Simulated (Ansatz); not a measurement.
Cost and result by functional for the adsorption energy of NH3 on the 1x1 (110) surface of bcc W, one in a 2x2 cell, started at the site 'top W', in Ansatz (plane waves, PAW). Single points on the PBE structure, on one kind of machine; costs are rough ratios of the slab run's core time (references not counted) to the cheapest single point. r2SCAN's cost holds its higher cutoff (500 against 420 eV). Differences are taken against r2SCAN for comparison alone: no measured value is at hand, so the table doesn't rank accuracy.

Set-up: 20 atoms, 6.6 Å thick at the start under the adsorbate (thin: gaps and levels are the slab's own); mesh 6x6x1; 0.1 eV smearing; dipole correction on; 8 atoms held, the rest relaxed; no symmetry held; no spin, no spin-orbit, no U, no dispersion correction. At the end it is bonded to W. In PBE it is, or lies within 0.03 eV of, the lowest of the starts that converged. These notes are the PBE run's. Adsorption energies are against NH3(g). A negative adsorption energy means that the adsorbate is more stable on the surface than in its reference.

```json
[
 {"functional": "RPBE", "relative cost": "1", "adsorption energy (eV)": "-0.60", "less r2SCAN (eV)": "0.38"},
 {"functional": "r2SCAN", "relative cost": "2", "adsorption energy (eV)": "-0.98", "less r2SCAN (eV)": "0.00"},
 {"functional": "PBE (the relaxed run's value)", "relative cost": "–", "adsorption energy (eV)": "-0.86", "less r2SCAN (eV)": "0.12"}
]
```

The values span 0.38 eV, while the single points' costs differ by a factor of roughly 2. Differences are of unrounded values.

Ansatz is a program for electronic structure.
